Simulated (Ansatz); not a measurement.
Start from ZnSe in the zinc blende structure (space group F-43m, No. 216; a = 5.665 Å). Axes: x, y, z lie along the cube axes.

The values are results of Ansatz (a program for electronic structure) r2SCAN, no spin-orbit coupling, not measurements.

For the base:

The band gap is 1.87 eV. The gap character comes out as direct at Γ.

It is then changed as follows: strain tensor (xx, yy, zz, yz, xz, xy) = (−0.68, +1.19, +0.02, −0.26, +0.13, +0.82) %, atoms relaxed at fixed cell.

Question: What does the calculation give for the band gap after the change?

Answer: The band gap shrinks by 0.09 eV to 1.78 eV.

Question: What does the calculation give for the stress after the change?

Answer: The stress (xx, yy, zz, yz, xz, xy; compression positive) comes out as (-0.02, -0.72, -0.28, 0.21, -0.10, -0.67) GPa.

Question: What happens to the energy relative to the base?

Answer: The energy goes up by 1.5 meV/atom.

Question: Estimate the effect on the gap character.

Answer: The gap character is still direct at Γ.

No phonon test of stability was made. k-point labels follow each cell's own Brillouin zone.
